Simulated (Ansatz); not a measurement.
**SiO2: response to strain**

Base system: SiO2 (space group P3_221, No. 154).

```yaml
crystal:
  lattice:
    - [4.86585, 0.00000, 0.00000]
    - [-2.43292, 4.21395, 0.00000]
    - [0.00000, 0.00000, 5.36522]
  atoms:
    - { symbol: Si, position: [0.00000, 0.46475, 0.33333] }
    - { symbol: Si, position: [0.53525, 0.53525, 0.00000] }
    - { symbol: Si, position: [0.46475, 0.00000, 0.66667] }
    - { symbol: O, position: [0.27611, 0.41114, 0.22119] }
    - { symbol: O, position: [0.58886, 0.86497, 0.88785] }
    - { symbol: O, position: [0.72389, 0.13503, 0.44548] }
    - { symbol: O, position: [0.86497, 0.58886, 0.11215] }
    - { symbol: O, position: [0.41114, 0.27611, 0.77881] }
    - { symbol: O, position: [0.13503, 0.72389, 0.55452] }
```

Cartesian axes are those of the cell as printed.

Strains are applied to the cell and any free atomic positions relax; under biaxial strain the out-of-plane vector relaxes too.

Method: LDA (Ansatz, an electronic-structure program; PAW; 420 eV plane waves; no spin-orbit coupling).

Candidates:
(a) biaxial strain −1.50 %, plane normal [001], relaxed out of plane
(b) biaxial strain −0.75 %, plane normal [001], relaxed out of plane
(c) biaxial strain −2.25 %, plane normal [001], relaxed out of plane

Problem. Order them by out-of-plane strain, highest first.

Solution. (c) biaxial strain −2.25 %, plane normal [001], relaxed out of plane (+0.54 %), (a) biaxial strain −1.50 %, plane normal [001], relaxed out of plane (+0.35 %), (b) biaxial strain −0.75 %, plane normal [001], relaxed out of plane (+0.16 %)

No phonon test of stability was made.
